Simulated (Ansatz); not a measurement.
Pressure series in TaAs

The parent structure is TaAs (space group I4_1md, No. 109).

```yaml
crystal:
  lattice:
    - [-1.73159, 1.73159, 5.86738]
    - [1.73159, -1.73159, 5.86738]
    - [1.73159, 1.73159, -5.86738]
  atoms:
    - { symbol: Ta, position: [0.99912, 0.99912, 0.00000] }
    - { symbol: Ta, position: [0.74912, 0.24912, 0.50000] }
    - { symbol: As, position: [0.41688, 0.41688, 0.00000] }
    - { symbol: As, position: [0.16688, 0.66688, 0.50000] }
```

Cell and atoms are relaxed at each pressure.

Level of theory: PBE (Ansatz, a quantum-chemistry and plane-wave program), no spin-orbit coupling, earlier PAW set.

| change | lattice parameter a | c/a ratio |
|---|---|---|
| base | 3.463 Å | 3.388 |
| pressure −2 GPa | 3.474 Å | 3.395 |
| pressure −1 GPa | 3.469 Å | 3.392 |
| pressure 0.9 GPa | 3.458 Å | 3.385 |
| pressure 2.1 GPa | 3.452 Å | 3.381 |
| pressure 4.5 GPa | 3.440 Å | 3.373 |
| pressure 9 GPa | … | … |
| pressure 15 GPa | 3.395 Å | 3.342 |
| pressure 22.5 GPa | 3.368 Å | 3.322 |
| pressure 30 GPa | 3.344 Å | 3.302 |

Q: What belongs in the blanks?

A: 
- pressure 9 GPa, lattice parameter a: 3.419 Å
- pressure 9 GPa, c/a ratio: 3.359

Load acts through the strain it causes; cell and atoms are relaxed under it. No phonon test of stability was made. No other phases were tried under pressure. The final runs are not spin-polarised.
